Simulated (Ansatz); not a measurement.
Consider WSe2 in the 2H-MoS2 type structure (space group P6_3/mmc, No. 194; a = 3.2305 Å, c = 12.4113 Å; layered, stacked along the Cartesian z axis).

One thing is altered: a hydrostatic pressure of 15 GPa.

Levels (all Ansatz, a quantum-chemistry and plane-wave program, PAW): PBEsol-D3(BJ) (420 eV, no spin-orbit coupling); r2SCAN (500 eV, without spin-orbit coupling); HSE06 (420 eV, no spin-orbit coupling).

At the geometry relaxed with PBEsol-D3(BJ), these levels gave the following band gaps, in shuffled order: (a) 0.31 eV, (b) 0.18 eV, (c) 0.54 eV.

Question: Match each gap to its level.

Answer: (a) r2SCAN; (b) PBEsol-D3(BJ); (c) HSE06.

Single points use the geometry relaxed with PBEsol-D3(BJ). HSE06 was sampled on its mesh, a few special points and the semilocal edge points, so its gap is an upper bound. With W present, leaving out spin-orbit coupling can change the band edges. Load acts through the strain it causes; cell and atoms are relaxed under it. Stability against distortions was not tested. Competing high-pressure phases were not computed. A zero or small gap of WSe2 under pressure 15 GPa can be the functional's error rather than a property of the material.
